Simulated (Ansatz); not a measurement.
**CsPbBr3 under a change: tensor shear ε_xy = +2.00 %**

The parent structure is CsPbBr3 in the cubic perovskite structure (space group Pm-3m, No. 221; a = 5.872 Å). Axes: x, y, z lie along the cube axes.

Now apply this change: a pure shear with ε_xy = ε_yx = 0.0200; the atoms relax in the strained cell.

The values are results of PBEsol, PAW, 420 eV (Ansatz, a first-principles code; spin-orbit coupling left out), not measurements. k-mesh 6×6×6 (Γ-centred); smearing 0.05 eV (Fermi–Dirac).

The volume per atom is nearly the same (40.50 Å³ against 40.48 Å³) and the space group becomes Cmmm (No. 65) (base: Pm-3m (No. 221)). The shortest interatomic distance is still 293.6 pm and the energy grows by 0.8 meV/atom. The band gap decreases by 0.06 eV (1.43 eV → 1.37 eV) and the gap character is direct at T. The stress (xx, yy, zz, yz, xz, xy; compression positive) amounts to (0.00, 0.00, 0.00, 0.00, 0.00, -0.16) GPa.

With Pb present, leaving out spin-orbit coupling can change the band edges. Whether these cells are dynamically stable was not tested. Many cubic perovskites are stable only at high temperature; tilts and polar distortions were not tested. This is not the structure that CsPbBr3 has at room temperature and ambient pressure. Labels are those of the standard path for the cell's own space group.
